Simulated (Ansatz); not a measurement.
**A computed series for Ir: response to strain**

Consider Ir in the fcc (Cu type) structure (space group Fm-3m, No. 225; a = 3.845 Å; relaxed with 0.1 eV smearing).

Strains are applied to the cell and any free atomic positions relax.

All numbers come from r2SCAN (Ansatz, a program for electronic structure, PAW, spin-orbit coupling left out).

Notes on the quantities. energy relative to the base: free energy F.

| variant | pressure | energy relative to the base | volume per atom |
|---|---|---|---|
| base | 0.0 GPa | 0 meV/atom | 14.21 Å³ |
| isotropic strain −3.00 % | 43.2 GPa | +153 meV/atom | 12.97 Å³ |
| isotropic strain −2.50 % | 34.6 GPa | (withheld) | 13.17 Å³ |
| isotropic strain −2.00 % | (withheld) | +65 meV/atom | 13.38 Å³ |
| isotropic strain −1.50 % | 19.1 GPa | +36 meV/atom | 13.58 Å³ |
| isotropic strain −1.00 % | (withheld) | +16 meV/atom | 13.79 Å³ |
| isotropic strain −0.50 % | 5.9 GPa | (withheld) | 14.00 Å³ |

Task: Fill in the withheld entries from the trend.

Result: 
- isotropic strain −2.50 %, energy relative to the base: +104 meV/atom
- isotropic strain −2.00 %, pressure: 26.6 GPa
- isotropic strain −1.00 %, pressure: 12.2 GPa
- isotropic strain −0.50 %, energy relative to the base: +3.8 meV/atom

Stability against distortions was not tested. All final runs are without spin polarisation.
